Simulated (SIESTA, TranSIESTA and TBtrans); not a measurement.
Run with TranSIESTA and TBtrans (open boundaries, self-consistent; PseudoDojo norm-conserving potentials, scalar-relativistic): Spin polarized, PAO.BasisSize DZP, PAO.EnergyShift 0.15 eV, XC.Authors PBE, Mesh.Cutoff 200 Ry, ElectronicTemperature 300 K, TS.Voltage 0.0 eV, TBT.Elecs.Eta 0.001 eV.

Junction: Pt chain with a Pt atom beside one bond. Leads: straight Pt chain, spacing 2.4 Å. Geometry: 3 atoms about the centre moved by SIESTA (PBE, DZP) to a largest force of 0.03 eV/Å, all others as built.

Give the largest eigenchannel transmissions at the Fermi level (four at most) and the total.

Up: 1.00, 0.77, 0.62, 0.16 (total 2.55); down: 1.00, 0.62, 0.57, 0.11 (total 2.30). A magnetic start was tried, and the separate lead runs end without a moment. The straight chain is held at its spacing; free chains may zigzag or dimerise. Spin-orbit coupling, left out here, matters for the heavy atoms.
